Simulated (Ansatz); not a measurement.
Structures of equal composition on the (111) surface of germanium (Ge plane on top): (√3x√3)R30° Si adatom at H3; (√3x√3)R30° Si adatom at T4. The slabs share one bottom face, and each structure is named by its start. These are constructed structures in small cells; real faces may alloy, dewet or reconstruct in larger ones, and not all known structures of the face are among them. Slabs of about 13 Å, Fermi-Dirac smearing of 0.025 eV. Bottom of the slabs: H caps. Relaxed from the named starts with such symmetry as they have, on meshes of like density; energies extrapolated to zero smearing; spin only where a row says so; no spin-orbit coupling, no U. Brackets mark spin-polarised runs, whose order is one that fits the cell. Where a second, spin-polarised start was run, the lower counts.

The numbers are results of PBE (plane waves to 420 eV, PAW; Ansatz, a program for electronic structure), not measurements.

### Question
Order them by energy per 1x1 cell (lowest first) at the level PBE.

### Answer
(√3x√3)R30° Si adatom at T4 (0.000 eV [spin start, no net moment], no gap on the mesh), (√3x√3)R30° Si adatom at H3 (0.087 eV [spin start, no net moment], no gap on the mesh)
